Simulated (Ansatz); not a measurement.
An Ansatz (a program for electronic structure) input (PBE in Ansatz (plane waves to 420 eV, PAW, spin-orbit coupling left out)):

Ansatz 0.2 input:
```yaml
crystal:
  lattice:
    - [3.4393363398, 0, 0]
    - [-1.7196681699, 2.9785526424, 0]
    - [0, 0, 5.6671906697]
  atoms:
    - { symbol: Be, position: [0.6666666667, 0.3333333333, 0.9996558913] }
    - { symbol: Be, position: [0.3333333333, 0.6666666667, 0.4996558913] }
    - { symbol: S, position: [0.6666666667, 0.3333333333, 0.6255441087] }
    - { symbol: S, position: [0.3333333333, 0.6666666667, 0.1255441087] }
basis: { ecutwfc: 420, ecutrho_ratio: 4, xc_grid: 2, fft_grid_basis: typed }
kpoints: { mp_grid: { grid: [11, 11, 6] } }
hamiltonian:
  xc: pbe
  dispersion: none
  pseudopotentials: { kind: paw }
scf: { occupations: { method: fermi_dirac, width: 0.05 }, convergence: { dr2_threshold: 0.0000000004 } }
output: { forces: true, stress: true }
checkpoint: { write: state.ck, write_every: 1000 }
```

Task: Which symmetry and how many k-points will the program report, and about how many plane waves at Γ?

Result: Space group P63mc (ITA 186) with 12 operations, k-points 64 of 726, and 1123 plane waves at Γ.

Stability against distortions was not tested. The cell is BeS in the wurtzite structure (space group P6_3mc, No. 186; a hypothetical phase, not in the database extracts checked).
